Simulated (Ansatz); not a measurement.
The reference is BeSe in the zinc blende structure (space group F-43m, No. 216; a = 5.129 Å). Axes: x, y, z lie along the cube axes.

Method: Kohn–Sham DFT with the PBEsol functional, run in Ansatz (a quantum-chemistry and plane-wave program) with PAW and 420 eV plane waves, no SOC.

Now apply this change: uniaxial strain ε_zz = −1.50 %, all other strain components held at zero; the atoms relax in the strained cell.

Question: Predict the stress tensor and what it implies for the stiffness.

Answer: Stress of the strained cell less that of the base (GPa, compression positive):
```
   0.85    0.00    0.00
   0.00    0.85    0.00
   0.00    0.00    2.00
```

Then −Δσ_ii/ε with ε = -0.0150 gives secant stiffness values (nonlinear terms included at this strain): C33 ≈ 133 GPa, C13 ≈ 57 GPa and C23 ≈ 57 GPa.

Stability against distortions was not tested.
